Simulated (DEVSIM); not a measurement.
**abrupt Si p-n junction**

System: abrupt Si p-n junction, at 350 K.

```
layer (left to right)  material  thickness (μm)  Nd (cm⁻³)  Na (cm⁻³)  τn (s)  τp (s)
---------------------  --------  --------------  ---------  ---------  ------  ------
1                            Si            72.0          -       4e18  1.4e-6  1.4e-6
2                            Si            4.10     1.7e14          -  1.4e-6  1.4e-6
```

Left contact: ohmic. Right contact: ohmic. Voltage is applied to the left contact. Recombination: SRH at mid-gap, radiative, Auger. Mobility is μmin + (μ − μmin)/(1 + (N/Nref)^α).

Constants are typed, rounded textbook-type inputs, not results; the design itself was drawn at random and stands for no fabricated device. Values at 300 K; Nc and Nv go as T^1.5, mobilities as T to minus their exponent, the gap by Varshni's rule with the affinity fixed.

| parameter | Si |
|---|---|
| gap (eV) | 1.124 |
| affinity (eV) | 4.05 |
| permittivity | 11.7 |
| Nc (cm⁻³) | 2.86e19 |
| Nv (cm⁻³) | 3.1e19 |
| μn (cm²/Vs) | 1417 |
| μp (cm²/Vs) | 470 |
| μn,min | 52 |
| μp,min | 45 |
| Nref,n | 9.7e16 |
| Nref,p | 2.2e17 |
| αn | 0.68 |
| αp | 0.72 |
| T exponent of μn | 2.3 |
| T exponent of μp | 2.2 |
| B (cm³/s) | 4.7e-15 |
| Cn (cm⁶/s) | 2.8e-31 |
| Cp (cm⁶/s) | 9.9e-32 |
| Varshni α (eV/K) | 0.000473 |
| Varshni β (K) | 636 |

Model (solved in DEVSIM): 1D drift-diffusion, Boltzmann statistics, complete ionisation; no tunnelling, impact ionisation, image-force lowering or self-heating.

The potential step across the device at zero bias comes out as 0.672 V and the largest field in the device at zero bias is 120000 V/cm. The dark forward voltage at 1 A/cm² is 0.391 V. The dark forward voltage at 100 A/cm² is 0.644 V.

Dark forward current:

```csv
V (V),J (A/cm²)
0.05,2.6e-5
0.10,0.00015
0.15,0.00076
0.20,0.0037
0.25,0.018
0.30,0.084
0.35,0.35
0.40,1.3
0.45,3.8
0.50,9.9
0.55,24
0.60,53
0.65,110
0.70,200
0.75,340
0.80,510
0.85,710
0.90,940
0.95,1200
1.00,1400
1.05,1700
1.10,2000
1.15,2300
```
